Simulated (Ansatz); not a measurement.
Results of HSE06 (Ansatz, a program for electronic structure, PAW) for HfO2 (Pbca, No. 61, 24 atoms in the cell; start mp-1858; another space group than a measured phase of this formula).

Settings: plane-wave cutoff 460 eV, 4×2×4 k mesh (along the axes of the cell as run), Fermi–Dirac smearing 0.01 eV, scalar-relativistic PAW data made under PBE.

Cell (relaxed with PBEsol):

```cif
data_Hf8O16
_chemical_formula_sum 'Hf8 O16'
_space_group_name_H-M_alt 'P 1'
_space_group_IT_number 1
_cell_length_a 5.04635
_cell_length_b 9.98258
_cell_length_c 5.21847
_cell_angle_alpha 90.000
_cell_angle_beta 90.000
_cell_angle_gamma 90.000
loop_
_space_group_symop_operation_xyz
  'x, y, z'
loop_
_atom_site_label
_atom_site_type_symbol
_atom_site_fract_x
_atom_site_fract_y
_atom_site_fract_z
_atom_site_occupancy
Hf1 Hf 0.75423 0.11529 0.46429 1
Hf2 Hf 0.24577 0.88471 0.53571 1
Hf3 Hf 0.74577 0.88471 0.96429 1
Hf4 Hf 0.25423 0.11529 0.03571 1
Hf5 Hf 0.25423 0.38471 0.53571 1
Hf6 Hf 0.74577 0.61529 0.46429 1
Hf7 Hf 0.24577 0.61529 0.03571 1
Hf8 Hf 0.75423 0.38471 0.96429 1
O1 O 0.99747 0.47678 0.26158 1
O2 O 0.00253 0.52322 0.73842 1
O3 O 0.50253 0.52322 0.76158 1
O4 O 0.49747 0.47678 0.23842 1
O5 O 0.49747 0.02322 0.73842 1
O6 O 0.50253 0.97678 0.26158 1
O7 O 0.00253 0.97678 0.23842 1
O8 O 0.99747 0.02322 0.76158 1
O9 O 0.62776 0.29034 0.62494 1
O10 O 0.37224 0.70966 0.37506 1
O11 O 0.87224 0.70966 0.12494 1
O12 O 0.12776 0.29034 0.87506 1
O13 O 0.12776 0.20966 0.37506 1
O14 O 0.87224 0.79034 0.62494 1
O15 O 0.37224 0.79034 0.87506 1
O16 O 0.62776 0.20966 0.12494 1
```

Predict the band gap, smallest direct gap on the k points sampled and Γ–Γ gap.


* **band gap**: 6.00 eV
* **smallest direct gap on the k points sampled**: 6.16 eV
* **Γ–Γ gap**: 6.28 eV

Note: cell and atoms aren't relaxed at this level (largest force component 0.06 eV/Å, pressure 2.2 GPa).

Spin–orbit coupling is not included.

Static lattice: no zero-point or thermal effects.

A start named mp-… is a Materials Project structure, which need not be a measured phase.
